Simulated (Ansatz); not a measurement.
Abridged Ansatz (an electronic-structure program) output:

```
Pseudopotential: Se, paw, valence charge 16
Pseudopotential: Pb, paw, valence charge 14
Crystal: 2 atoms, lattice volume = 58.996 Å³
Basis set: ecut = 420 eV, 1139 PW (Γ), exchange–correlation on 60×60×60 points (8 copies of the dense FFT grid, shifted against one another)
Bands: 19, of which v1, the nominal top of the filled ones, is band 15 counted from 1 (14 counted from 0)
Symmetry: 48 space group operations
k-points: 16 of 216
Functional: x = pbe(κ = 0.804, μ = 0.2195149727645171), c = pbe(β = 0.06672455060314922), warm-up for x = pbe(κ = 0.804, μ = 0.2195149727645171) + 0.25 (exact …
SCF iter   1: F=—  HF=-17376.623067 eV  |F-HF|=—  |Δ(HF+E_count)|=         —  Δρ=7.36e-4  dr2=2.51e-4  ethr=1.77e-3  ⟨swp⟩=7.9  Hψ=1212  notcnv=0
SCF iter   2: F=—  HF=-17376.623343 eV  |F-HF|=—  |Δ(HF+E_count)|=   2.77e-4  Δρ=2.87e-4  dr2=5.89e-5  ethr=8.35e-7  ⟨swp⟩=4.6  Hψ=1128  notcnv=0  defer=2
SCF 1 stopped early in 3 iterations: F = -17376.623368 eV  dr2 = 5.63e-6
Crystal: 2 atoms, lattice volume = 58.996 Å³
Functional: x = pbe(κ = 0.804, μ = 0.2195149727645171) + 0.25 (exact − pbe) at short range (hse, ω = 0.20786987370883472 Å⁻¹), c = pbe(β = 0.06672455060314922); HSE06 as pw.x's `hse` composes it (authors' and Libxc's form: `xc: wpbeh`)
SCF iter   1: F=—  HF=-17381.748886 eV  |F-HF|=—  |Δ(HF+E_count)|=         —  Δρ=5.50e-3  dr2=1.80e-2  ethr=1.88e-7  ⟨swp⟩=7.4  Hψ=1628  notcnv=0
SCF iter   2: F=—  HF=-17381.739579 eV  |F-HF|=—  |Δ(HF+E_count)|=   9.31e-3  Δρ=2.41e-3  dr2=3.78e-3  ethr=1.88e-7  ⟨swp⟩=5.0  Hψ=1197  notcnv=0
SCF 2 stopped early in 6 iterations: F = -17381.745410 eV  dr2 = 2.70e-6
Crystal: 2 atoms, lattice volume = 58.996 Å³
SCF iter   1: F=—  HF=-17381.745443 eV  |F-HF|=—  |Δ(HF+E_count)|=         —  Δρ=4.43e-5  dr2=6.75e-7  ethr=8.16e-7  ⟨swp⟩=2.8  Hψ=623  notcnv=0
SCF iter   2: F=—  HF=-17381.745443 eV  |F-HF|=—  |Δ(HF+E_count)|=   8.62e-7  Δρ=2.46e-5  dr2=1.83e-7  ethr=2.02e-9  ⟨swp⟩=4.0  Hψ=1003  notcnv=0
SCF 3 converged in 3 iterations: F = -17381.745443 eV  dr2 = 7.61e-8
Free energy (F): -17381.745444 eV
Internal energy: -17381.745444 eV  (E = F + TS)
E sigma→0 (E₀):  -17381.745444 eV
Fermi energy:    8.672324 eV
```

Question: What was computed, and what are the main results?

Answer: PbSe, 2 atoms in the cell, with HSE06, PAW, 420 eV (Ansatz; no spin-orbit coupling). The last SCF converged to F = -17381.745444 eV, or -8690.8727 eV per atom. The total energy compares only with runs of the same code, potentials and settings.

Single points use the geometry relaxed with PBE. HSE06 was sampled on its mesh, a few special points and the semilocal edge points, so its gap is an upper bound. With Pb present, leaving out spin-orbit coupling can change the band edges. Load acts through the strain it causes; cell and atoms are relaxed under it. Stability against distortions was not tested. The cell was made from PbSe in the rock salt structure (space group Fm-3m, No. 225) by this change: pressure 0.9 GPa.
